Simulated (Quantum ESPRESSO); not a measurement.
## Pressure against volume in rock-salt CaSe (space group 225) (Quantum ESPRESSO, PBE)

```xyz
2
Lattice="0.0000 2.9074 2.9074 2.9074 0.0000 2.9074 2.9074 2.9074 0.0000" Properties=species:S:1:pos:R:3 pbc="T T T"
Ca     0.0000     0.0000     0.0000
Se     2.9074     2.9074     2.9074
```

Method: PBE, PSlibrary PAW (PBE) pseudopotentials (plane waves; Quantum ESPRESSO 7.5). Settings: ecutwfc = 65 Ry; ecutrho = 390 Ry; occupations = smearing; smearing = fermi-dirac; degauss = 0.000734986 Ry; potentials = {Ca: Ca.pbe-spn-kjpaw_psl.1.0.0.UPF, Se: Se.pbe-n-kjpaw_psl.1.0.0.UPF}; K_POINTS = automatic 10 10 10 0 0 0; conv_thr = 1e-10 Ry; mixing_beta = 0.4. The cell above is the first row's. The rows scale it uniformly. In all rows fractional positions and the k mesh are held.

```
V (Å^3/atom)  P (GPa)
------------  -------
24.575           4.09
25.110           2.76
25.644           1.57
26.178           0.50
26.712          -0.47
27.247          -1.35
27.781          -2.13
28.315          -2.85
28.849              ?
```

### Question
Fit P against V with a cubic, and predict the withheld value at V = 28.849.

### Answer
With u = V - 26.4, the rows have u = -1.8250, -1.2900, -0.7560, -0.2220, 0.3120, 0.8470, 1.3810, 1.9150. Least squares gives P = 0.082 - 1.8265·u + 0.1789·u² - 0.01278·u³. Residuals (row less fit): 0.001, -0.003, -0.001, 0.004, 0.001, -0.006, 0.003, -0.001; standard error 0.004 (degrees of freedom: 4). The fitted pressure is zero at V0 = 26.45, where dP/dV = -1.810, so B0 = -V0·dP/dV = 47.9 GPa. At the withheld row, u = 2.4490, so P = 0.082 - 1.8265 × 2.4490 + 0.1789 × 2.4490² - 0.01278 × 2.4490³ = -3.506 GPa. The calculation gives -3.49 GPa, 0.016 GPa above the prediction (0.2 % of the range of P in the table). The row lies outside the fitted rows, so this is an extrapolation. From the scatter of the fitted rows alone, a prediction at this place has a standard error of 0.011 GPa, so the miss is 1.5 times that.

Carrying the step between the two nearest rows on in a straight line would have given -3.57, off by 0.08; series whose last step already gives the withheld value aren't shown. The scan was laid around a cell of about the measured size, scaled by a guess for this functional. The runs keep the symmetry of the cell, so they don't test it for distortions. Cutoffs and mesh are single choices, not tested for convergence of this quantity. Series with a scatter that would blur these digits, or in which a gap closes, are not shown.
